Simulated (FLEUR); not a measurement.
FLEUR run on Cu3Sn (Fm-3m, 4 atoms in the cell): self-consistent single point.

Computed with LDA (Perdew-Zunger), all-electron FLAPW (FLEUR), scalar-relativistic valence.

```
Cu3Sn
1.0
    0.00000     3.10029     3.10029
    3.10029     0.00000     3.10029
    3.10029     3.10029     0.00000
Cu Sn
3 1
Direct
  0.50000   0.50000   0.50000
  0.75000   0.75000   0.75000
  0.25000   0.25000   0.25000
  0.00000   0.00000   0.00000
```

Reference input (self-consistent single point, DFT, PBEsol, all-electron FLAPW (FLEUR), scalar-relativistic valence): Kmax = 4.2 1/bohr; GmaxXC = 12.6 1/bohr; xcFunctional = PBEs; jspins = 1; l_soc = F; mode = hist; fermiSmearingEnergy = 0.00367493 Htr; mesh (inpgen div1-3) = 9 9 9; inpgen gamma flag = false; Gmax = 12.6 1/bohr; numbands = 0; maxIterBroyd = 15. This run's input differs from it in these lines:

```diff
@@ -16,3 +16,3 @@
 &comp jspins=1 /
-&exco xctyp='PBEs' /
+&exco xctyp='pz' /
 &kpt div1=9 div2=9 div3=9 /
@@ -29,3 +29,3 @@
       <coreElectrons ctail="T" frcor="F" kcrel="0" coretail_lmax="0"/>
-      <xcFunctional name="PBEs" relativisticCorrections="F"/>
+      <xcFunctional name="pz" relativisticCorrections="F"/>
       <magnetism jspins="1"/>
```

The program printed (abridged):

```
 Iteration:     1   Distance:      29.88063426 me/bohr^3
 Iteration:     2   Distance:      20.27487221 me/bohr^3
 Iteration:     3   Distance:       6.06724151 me/bohr^3
 Iteration:     4   Distance:       5.56818743 me/bohr^3
 Iteration:     5   Distance:       2.97794673 me/bohr^3
   [... 11 lines left out ...]
 Iteration:    17   Distance:       0.00020281 me/bohr^3
 Iteration:    18   Distance:       0.00003715 me/bohr^3
 Iteration:    19   Distance:       0.00002060 me/bohr^3
 Iteration:    20   Distance:       0.00000431 me/bohr^3
 Run finished successfully
 Stop message:
   Structural relaxation: Done

[file out, last iteration]
             iter=     21
[...]
          total density-effective poten   -1.8095702600E+04
          total charge density-energy d   -3.5512420253E+02
 Updated energy parameters for spin:           1
[...]
 fermi energy and band-weighting factors:

[...]
FERMIE:
          first approx. to ef    (T=0)  :   0.316387 htr   (energy of the highest occ. eigenvalue)
          number of occ. states  (T=0)  :        813
          first approx. to seigv (T=0)  :   2.135310 htr
          sum of weights of occ. states :  23.526749
          sum of semicore charge        :   0.000000 e
FERHIS:  Fermi-Energy by histogram:
          bandgap                     :   0.010928 htr
   [... lines left out ...]
          charge neutrality (T=0)     :   0.053498    (zero if the highest occ. eigenvalue is "entirely" occupied)
     EF_NEWTON:  Adjust Fermi-Energy by Newton-Method.
 Direct bandgap for spin            1 :    1.2153733920548027E-002  Htr
 ---->    free energy=                    -11131.2628232983 htr
   [... lines left out ...]
 TOTAL FORCE FOR ATOM TYPE=  1  X=  5.859   Y=  5.859   Z=  5.859
                       FX_TOT= 0.000000 FY_TOT= 0.000000 FZ_TOT= 0.000000
 TOTAL FORCE FOR ATOM TYPE=  2  X= -2.929   Y= -2.929   Z= -2.929
                       FX_TOT= 0.000000 FY_TOT= 0.000000 FZ_TOT= 0.000000
 TOTAL FORCE FOR ATOM TYPE=  3  X=  0.000   Y=  0.000   Z=  0.000
                       FX_TOT= 0.000000 FY_TOT= 0.000000 FZ_TOT= 0.000000
 Structural relaxation: Done
```

The run converged in 20 iterations. FLEUR gives forces in its relaxation mode, with a further iteration, so its stop message speaks of a relaxation. 

The starting cell comes from a database of computed structures (which also holds hypothetical and non-ambient phases and stackings), without a prior relaxation at this level. Its lattice was rescaled by a random factor within 2.5 % of one. Spin polarisation is off. Values depend on the basis (sphere radii, cutoffs, local orbitals), which need not be converged. The log's line on a gap gives a spacing of levels on this mesh, which the program prints for metals too.

Cost on one core of a shared machine: roughly 4 min.
